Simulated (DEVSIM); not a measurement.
Structure: Mo/SiO2/n-Ge capacitor, at 250 K.

Layer 1 from the left is SiO2, thickness (nm) 8.80. Layer 2 from the left is Ge, thickness (nm) 7900, Nd (cm⁻³) 5.6e15.

Metal gate on the left, work function 4.6 eV. Fixed charge at the semiconductor interface -1e11 cm⁻² (in units of +e); interface traps 2e12 cm⁻² eV⁻¹, uniform in energy, neutral level at 0.3 of the gap above the valence band.

Constants are typed, rounded textbook-type inputs, not results; the design itself was drawn at random and stands for no fabricated device. Values at 300 K; Nc and Nv go as T^1.5, mobilities as T to minus their exponent, the gap by Varshni's rule with the affinity fixed.

SiO2: gap (eV) 9, affinity (eV) 0.9, permittivity 3.9. Ge: gap (eV) 0.664, affinity (eV) 4, permittivity 16, Nc (cm⁻³) 1.04e19, Nv (cm⁻³) 6e18, Varshni α (eV/K) 0.000477, Varshni β (K) 235.

DEVSIM, 1D Poisson equation in equilibrium, Boltzmann statistics, complete ionisation; no quantum confinement or tunnelling. Metal contacts follow the ideal Schottky-Mott rule: no Fermi-level pinning, no interface dipoles.

Problem. What does the simulation give for the minimum of the low-frequency capacitance, the flat-band voltage, the threshold voltage (band bending 2φF)?

Solution. minimum of the low-frequency capacitance 0.190 μF/cm²; flat-band voltage 0.75 V; threshold voltage (band bending 2φF) -0.03 V.
